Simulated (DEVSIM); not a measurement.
System: abrupt Si n-p junction, at 250 K.

```
layer (left to right)  material  thickness (μm)  Nd (cm⁻³)  Na (cm⁻³)  τn (s)  τp (s)
---------------------  --------  --------------  ---------  ---------  ------  ------
1                            Si           0.790     3.9e15          -  8.4e-6  8.4e-6
2                            Si            1.10          -       2e14  8.4e-6  8.4e-6
```

Left contact: ohmic. Right contact: ohmic. Voltage is applied to the left contact. Recombination: SRH at mid-gap, radiative. Mobility is constant in doping.

Constants are typed, rounded textbook-type inputs, not results; the design itself was drawn at random and stands for no fabricated device. Values at 300 K; Nc and Nv go as T^1.5, mobilities as T to minus their exponent, the gap by Varshni's rule with the affinity fixed.

| parameter | Si |
|---|---|
| gap (eV) | 1.124 |
| affinity (eV) | 4.05 |
| permittivity | 11.7 |
| Nc (cm⁻³) | 2.86e19 |
| Nv (cm⁻³) | 3.1e19 |
| μn (cm²/Vs) | 1417 |
| μp (cm²/Vs) | 470 |
| T exponent of μn | 2.3 |
| T exponent of μp | 2.2 |
| B (cm³/s) | 4.7e-15 |
| Varshni α (eV/K) | 0.000473 |
| Varshni β (K) | 636 |

Model (solved in DEVSIM): 1D drift-diffusion, Boltzmann statistics, complete ionisation; no tunnelling, impact ionisation, image-force lowering or self-heating.

The thickness of layer 1 was swept, all else fixed.

```tsv
thickness of layer 1 (μm)	dark forward voltage at 100 A/cm² (V)
0.16	0.716
0.28	0.713
0.47	0.711
0.79	0.712
1.3	0.715
2.4	0.722
4	0.733
```

From the first row to the last the dark forward voltage at 100 A/cm² goes from 0.716 to 0.733.
